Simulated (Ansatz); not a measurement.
Base system: BeS in the zinc blende structure (space group F-43m, No. 216; a = 4.869 Å).

Modification: every lattice vector is stretched by 1.50 %, atoms relaxed at fixed cell.

Calculations: r2SCAN (Ansatz, a program for electronic structure), no spin-orbit coupling.

Base, band edges from the VBM (valence, conduction): X -2.68, 3.59; W -3.35, 6.94; L -1.04, 6.03; Γ 0.00, 6.23; K -2.22, 4.85; U -2.22, 4.85 eV.

Problem. Give the band edges at the high-symmetry points of the new zone, measured from its valence-band maximum.

Solution. 
```json
[
 {"point": "Γ", "valence edge (eV)": "0.00", "conduction edge (eV)": "6.19"},
 {"point": "X", "valence edge (eV)": "-2.52", "conduction edge (eV)": "3.68"},
 {"point": "U", "valence edge (eV)": "-2.09", "conduction edge (eV)": "4.89"},
 {"point": "K", "valence edge (eV)": "-2.09", "conduction edge (eV)": "4.89"},
 {"point": "L", "valence edge (eV)": "-0.98", "conduction edge (eV)": "5.87"},
 {"point": "W", "valence edge (eV)": "-3.15", "conduction edge (eV)": "6.90"}
]
```

The gap is 3.68 eV, indirect, Γ → X.

The cells carry an imposed strain or load. Whether these cells are dynamically stable was not tested.
